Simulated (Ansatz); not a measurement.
Take SnO$_{2}$ in the rutile structure (space group P4_2/mnm, No. 136; a = 4.828 Å, c = 3.238 Å) as the base.

Method: plane-wave PAW DFT at the PBE level (Ansatz, an electronic-structure program, 420 eV), no spin-orbit coupling, earlier PAW set.

Base values:

The valence-band top at Γ is 0.00, -0.73, -0.73 eV. The electron mass is 0.16 mₑ along c, 0.17 mₑ across (at Γ), the c/a ratio is 0.671 and the density comes out as 6.63 g/cm³.

Modification: full substitution Sn → Ti, then cell and atoms are relaxed.

Tabulated Pauling electronegativity and covalent radius: Sn 1.96, 1.39 Å; Ti 1.54, 1.60 Å.

### Question
Estimate the effect on the valence-band top at Γ, electron mass, c/a ratio and density.

### Answer
The valence-band top at Γ (three highest levels, from the VBM) changes from 0.00, -0.73, -0.73 eV to 0.00, -0.42, -0.42 eV; the electron mass changes from 0.16 mₑ along c, 0.17 mₑ across (at Γ) to 0.58 mₑ along c, 1.2 mₑ across (at Γ); the c/a ratio shrinks by 0.0325 to 0.638; the density falls by 2.48 g/cm³ (6.63 g/cm³ → 4.15 g/cm³).

The levels and masses belong to the bands next to the band gap. Masses are band curvatures over ±0.01 Å⁻¹ around the edge. Whether these cells are dynamically stable was not tested. The final runs are not spin-polarised.
